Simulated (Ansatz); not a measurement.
Au5Sn (R32, No. 155, 6 atoms in the cell; start mp-30418), treated with r²SCAN (PAW; Ansatz, a program for electronic structure).

Run with plane-wave cutoff 560 eV, 14×14×14 k mesh, Fermi–Dirac smearing 0.05 eV, scalar-relativistic PAW data made under PBE.

Cell (relaxed at this level):

```yaml
crystal:
  lattice:
    - [2.56094, 1.47856, 4.85564]
    - [-2.56094, 1.47856, 4.85564]
    - [0.00000, -2.95711, 4.85564]
  atoms:
    - { symbol: Sn, position: [0.00000, 0.00000, 0.00000] }
    - { symbol: Au, position: [0.66966, 0.66966, 0.66966] }
    - { symbol: Au, position: [0.33034, 0.33034, 0.33034] }
    - { symbol: Au, position: [0.50000, 0.17116, 0.82884] }
    - { symbol: Au, position: [0.82884, 0.50000, 0.17116] }
    - { symbol: Au, position: [0.17116, 0.82884, 0.50000] }
```

Question: Predict the bulk modulus B0.

Answer: 
- bulk modulus B0: 130 GPa

The run finds no gap.

Note: the bulk modulus is −V dP/dV from two relaxed cells at ±2 % in volume; the relaxation could not lower the start's symmetry, so the cell can be a saddle point above a distorted one.

Spin–orbit coupling is not included; it can shift volumes and moduli of such heavy elements.

Computed values are for the static lattice.

Computing time: about 22 core-minutes (a rough figure).

A start named mp-… is a Materials Project structure, which need not be a measured phase.
